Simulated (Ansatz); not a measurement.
Cells marked so need not be the phases stable at ambient conditions, and some may be hypothetical.

 Where the default PAW files enter, the runs use the earlier of Ansatz's two default sets.

The gap is the functional's own. No spin-orbit coupling. Mid-gap values are interpolated on the energy grid.

A. TlCl (Fm-3m, rock salt, not sure to be the ambient phase, 2 atoms a cell, 33.7 Å³ an atom), along the normal of (110)
B. Ba2NaReO6 (Fm-3m, not sure to be the ambient phase, 10 atoms a cell, 14.9 Å³ an atom, -7 GPa at this level), along the normal of (111)
C. K₂NaInF₆ (Fm-3m, not sure to be the ambient phase, 10 atoms a cell, 16.6 Å³ an atom, -3 GPa at this level), along the normal of (001)
D. Sr(Li₂P)₂ (R-3m, not sure to be the ambient phase, 7 atoms a cell, 17.7 Å³ an atom), along the normal of (001)

Question: Put the candidates in order of mid-gap decay constant of the slowest evanescent state, highest first, for PBEsol run with Ansatz (an electronic-structure program).

Answer: C (0.50 1/Å), B (0.36 1/Å), A (0.23 1/Å), D (0.12 1/Å)
